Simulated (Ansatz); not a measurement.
L1₂ (Cu3Au-type) Pt₃Ti, relaxed in Ansatz (plane waves) with several semilocal functionals. Each gives its own volume and its own bulk modulus:

```
level   V0 (Å³/atom)  bulk modulus (GPa)   ln V0   ln B0
------  ------------  ------------------  ------  ------
LDA           14.526               283.2  2.6759  5.6462
PBEsol        14.824               265.7  2.6962  5.5824
PBE           15.385               235.3  2.7334  5.4609
```

### Question
Fit a straight line to ln B0 against ln V0. What does it predict for r²SCAN, whose volume is 15.071 Å³/atom?

### Answer
With x = ln V0 and y = ln B0: means 2.70183 and 5.56317; Σ(Δx Δy) = -0.005490, Σ(Δx²) = 0.001701, so the slope is -3.23. At x = 2.7128 the line gives y = 5.56317 + (-3.23) × (2.7128 − 2.70183) = 5.5277, or 251.6 GPa. The run with r²SCAN gives 257.6 GPa, +2.4 % from the line. The rows used scatter about it by up to 0.1 %, while the largest value lies 20 % above the smallest. For comparison, PBE's own equation of state has B′ = 5.1, the slope −d ln B/d ln V at a fixed functional; the two needn't agree, since functionals also differ at one volume.

The crystal itself was run without spin with r²SCAN; a magnetic state was not tried in these runs.

Ansatz's density-functional and Hartree–Fock values are scalar-relativistic unless marked +SOC, with PAW data made under PBE.

Ansatz is a first-principles code.
